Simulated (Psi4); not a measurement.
Psi4 1.11, B3LYP/def2-svp: [SiH3][C@H]1CC[SiH2]C1, 18 atoms. The geometry is a generated start, not checked to be a minimum at this level.

```
Property                                                  Value
-------------------------------  ------------------------------
task                                                   gradient
method                                                    b3lyp
basis                                                  def2-svp
memory                                                     7 GB
scf_type                                           df (default)
guess                            auto, which took SAD (default)
diis_max_vecs                                      10 (default)
scf_initial_accelerator                         adiis (default)
e_convergence                                   1e-08 (default)
d_convergence                                   1e-08 (default)
basis functions (reference run)                             152
grid points (reference run)                             3209716
```

```xyz
18

Si     2.4574     0.2735     0.3308
C      0.5710     0.2336     0.4212
C     -0.1408     0.9337    -0.7683
C     -1.6630     0.7608    -0.5890
Si    -1.8932    -1.0085     0.0932
C     -0.0304    -1.2005     0.5223
H      2.9270     1.6808     0.2761
H      3.0308    -0.3866     1.5307
H      2.9154    -0.4422    -0.8870
H      0.3012     0.7810     1.3361
H      0.1735     0.4820    -1.7198
H      0.1128     1.9993    -0.8217
H     -2.1977     0.9079    -1.5315
H     -2.0397     1.4764     0.1493
H     -2.7463    -1.0145     1.3080
H     -2.2974    -1.9709    -0.9622
H      0.0999    -1.6261     1.5227
H      0.4195    -1.8796    -0.2110
```
Charge 0, spin multiplicity 1.

The reference run has dft_radial_points = 200, dft_spherical_points = 974, dft_pruning_scheme = none (default); it is not itself proven converged. Single runs; times are not shown.

Settings tried, all else as in the reference:
- dft_radial_points = 75 (default), dft_spherical_points = 302 (default), dft_pruning_scheme = robust
- dft_radial_points = 75 (default), dft_spherical_points = 302 (default)
- dft_radial_points = 75 (default), dft_spherical_points = 302 (default), dft_pruning_scheme = treutler
- dft_radial_points = 50, dft_spherical_points = 194
- dft_radial_points = 99, dft_spherical_points = 590, dft_pruning_scheme = treutler
- dft_radial_points = 99, dft_spherical_points = 590
- dft_radial_points = 150, dft_spherical_points = 770
- dft_radial_points = 35, dft_spherical_points = 110
- dft_radial_points = 25, dft_spherical_points = 50
- dft_radial_points = 75 (default), dft_spherical_points = 434

**Question.** Which of these stay within 10 meV/atom in energy, 100 meV/Å in forces (largest component) of the reference run?

**Answer.** Within it: dft_radial_points = 150, dft_spherical_points = 770; dft_radial_points = 99, dft_spherical_points = 590; dft_radial_points = 75 (default), dft_spherical_points = 434; dft_radial_points = 75 (default), dft_spherical_points = 302 (default), dft_pruning_scheme = robust; dft_radial_points = 75 (default), dft_spherical_points = 302 (default); dft_radial_points = 50, dft_spherical_points = 194; dft_radial_points = 75 (default), dft_spherical_points = 302 (default), dft_pruning_scheme = treutler; dft_radial_points = 99, dft_spherical_points = 590, dft_pruning_scheme = treutler; dft_radial_points = 35, dft_spherical_points = 110. Outside: dft_radial_points = 25, dft_spherical_points = 50.

| setting | grid points | energy against the reference | difference in forces (largest component) |
|---|---|---|---|
| the reference | 3209716 | — | — |
| dft_radial_points = 150, dft_spherical_points = 770 | 1916015 | under 0.001 meV/atom | 0.049 meV/Å |
| dft_radial_points = 99, dft_spherical_points = 590 | 972215 | −0.0010 meV/atom | 0.20 meV/Å |
| dft_radial_points = 75 (default), dft_spherical_points = 434 | 544887 | −0.0020 meV/atom | 0.40 meV/Å |
| dft_radial_points = 75 (default), dft_spherical_points = 302 (default), dft_pruning_scheme = robust | 258210 | −0.0084 meV/atom | 1.6 meV/Å |
| dft_radial_points = 75 (default), dft_spherical_points = 302 (default) | 379446 | −0.0082 meV/atom | 1.6 meV/Å |
| dft_radial_points = 50, dft_spherical_points = 194 | 165312 | −0.054 meV/atom | 6.3 meV/Å |
| dft_radial_points = 75 (default), dft_spherical_points = 302 (default), dft_pruning_scheme = treutler | 205938 | −0.037 meV/atom | 8.6 meV/Å |
| dft_radial_points = 99, dft_spherical_points = 590, dft_pruning_scheme = treutler | 498935 | −0.037 meV/atom | 8.8 meV/Å |
| dft_radial_points = 35, dft_spherical_points = 110 | 65870 | −1.0 meV/atom | 12 meV/Å |
| dft_radial_points = 25, dft_spherical_points = 50 | 21497 | +25 meV/atom | 100 meV/Å |

Total energies are compared; such shifts often cancel in part in energy differences. The gradients leave out the derivatives of the grid weights. Also tried and not ranked: dft_radial_points = 99, dft_spherical_points = 590, dft_pruning_scheme = robust (same energy as a listed run). The tolerance is a choice made for this comparison.
